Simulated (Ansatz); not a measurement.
Start from SbP in the rock salt structure (space group Fm-3m, No. 225; a hypothetical phase, not in the database extracts checked).

```
CELL_PARAMETERS angstrom
      0.00000     2.77926     2.77926
      2.77926     0.00000     2.77926
      2.77926     2.77926     0.00000
ATOMIC_POSITIONS crystal
  P  0.00000 0.00000 0.00000
  Sb 0.50000 0.50000 0.50000
```

Calculations: PBEsol (Ansatz, an electronic-structure program; PAW; 420 eV plane waves; scalar-relativistic without spin-orbit coupling).

One change was made to it. Results:

The band gap is still zero; the density goes up by 2.90 g/cm³ to 8.81 g/cm³.

Q: Which change produced these results?
(A) P → S
(B) P → H
(C) P → Bi

A: C, P → Bi. For comparison, the density in the other runs: P → H gives 7.14 g/cm³; P → S gives 5.54 g/cm³.

Spin-orbit coupling, missing from the scalar runs, can matter with Bi and Sb. Stability against distortions was not tested. As relaxed here, BiSb, SbH and SbS are hypothetical phases, not in the database extracts checked. All final runs are without spin polarisation. An odd electron count without spin: SbS.
